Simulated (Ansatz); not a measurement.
Electron-phonon data for CoP (Pnma)

Data:

```
CoP
1.0
    5.00451     0.00000     0.00000
    0.00000     3.23142     0.00000
    0.00000     0.00000     5.46777
Co P
4 4
Cartesian
  2.51087   0.80786   3.80227
  2.49364   2.42357   1.66550
 -0.00861   2.42357   1.06838
  5.01312   0.80786   4.39939
  3.45345   0.80786   0.45178
  1.55106   2.42357   5.01599
  4.05331   2.42357   3.18567
  0.95120   0.80786   2.28210
```

All values below come from PBEsol, DFPT electron-phonon coupling, linearised Boltzmann equation (plane waves, PAW, scalar-relativistic; Ansatz, an electronic-structure program). Geometry: relaxed with this functional, without spin-orbit coupling.

```yaml
resistivity at 300 K: 34 (x), 25 (y), 25 (z) μΩ·cm
resistivity at 77 K: 2.2 (x), 1.93 (y), 1.86 (z) μΩ·cm
electron mean free path at 300 K (weighted by the current that each state carries): 6.1 (x), 6.7 (y), 6.0 (z) nm
electron-phonon coupling λ: 0.28
transport coupling λ_tr: 0.37 (x), 0.33 (y), 0.29 (z)
logarithmic_mean_phonon_energy: 27 meV
density of states at the Fermi level: 1.98 states/(eV·spin·cell)
drude_plasma_energy: 3.3 (x), 3.7 (y), 3.5 (z) eV
```

A metal at this level (no band gap). Only scattering by harmonic phonons is included (no impurities, grain boundaries, electron-electron scattering or thermal expansion). Spin-orbit coupling is left out. Halving the electron mesh (16x28x16) moves the resistivity by up to 4 % at 300 K, the mean free path by up to 6 %, the coupling by up to 5 %. Smearing 0.20 eV; phonons on a 3x4x3 q mesh, which this run doesn't test and which matters most at low temperature.

Formula and space group known from diffraction (Crystallography Open Database), not checked to be the room-temperature form: CoP (Pnma). Treated as nonmagnetic (a ferromagnetic start lost its moment, other orders weren't tried): CoP (Pnma).
